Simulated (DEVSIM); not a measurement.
Device: Al/SiO2/n-Ge capacitor, at 300 K.

| layer (left to right) | material | thickness (nm) | Nd (cm⁻³) |
|---|---|---|---|
| 1 | SiO2 | 27.0 | - |
| 2 | Ge | 8400 | 5e15 |

Metal gate on the left, work function 4.1 eV. Fixed charge at the semiconductor interface -3.8e11 cm⁻² (in units of +e); no interface traps.

Constants are typed, rounded textbook-type inputs, not results; the design itself was drawn at random and stands for no fabricated device. Values at 300 K; Nc and Nv go as T^1.5, mobilities as T to minus their exponent, the gap by Varshni's rule with the affinity fixed.

```
parameter         SiO2        Ge
----------------  ----  --------
gap (eV)             9     0.664
affinity (eV)      0.9         4
permittivity       3.9        16
Nc (cm⁻³)            -   1.04e19
Nv (cm⁻³)            -      6e18
Varshni α (eV/K)     -  0.000477
Varshni β (K)        -       235
```

Model (solved in DEVSIM): 1D Poisson equation in equilibrium, Boltzmann statistics, complete ionisation; no quantum confinement or tunnelling. Metal contacts follow the ideal Schottky-Mott rule: no Fermi-level pinning, no interface dipoles.

The temperature was swept, all else fixed.

```csv
temperature (K),flat-band voltage (V),threshold voltage (band bending 2φF) (V),minimum of the low-frequency capacitance (μF/cm²)
250,0.42,-0.19,0.0340
300,0.38,-0.10,0.0401
350,0.34,?,?
400,0.30,0.10,0.0690
450,0.28,0.18,0.0866
500,0.28,0.23,0.100
```

Question: What belongs in the gaps?

Answer: 
- 350, threshold voltage (band bending 2φF) (V): -0.01
- 350, minimum of the low-frequency capacitance (μF/cm²): 0.0510
